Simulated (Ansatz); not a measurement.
Tunnelling through a barrier is set by its complex band structure: the current falls as exp(−2κd) with the smallest κ.

Here is the system:

```xyz
4
Lattice="6.6033 0.0000 0.0000 0.0000 8.1051 0.0000 3.3016 0.0000 2.0309" Properties=species:S:1:pos:R:3 pbc="T T T"
Cl     6.6033     4.9351     0.5040
Cl     3.3016     3.1700     1.5269
Cl     6.6033     0.8825     1.5269
Cl     3.3016     7.2225     0.5040
```

Space group of this cell: Cmce. The cell was relaxed by PBE-D3(BJ).

Transport runs along the normal of the first two printed cell vectors.

The gap is the functional's own. No spin-orbit coupling. Mid-gap values are interpolated on the energy grid.

### Question
State the band gap and the smallest decay constant κ at mid-gap according to r2SCAN (Ansatz, an electronic-structure program).

### Answer
Gap 2.54 eV on a 14×4×14 mesh; κ = 0.374 1/Å, at the zone centre.
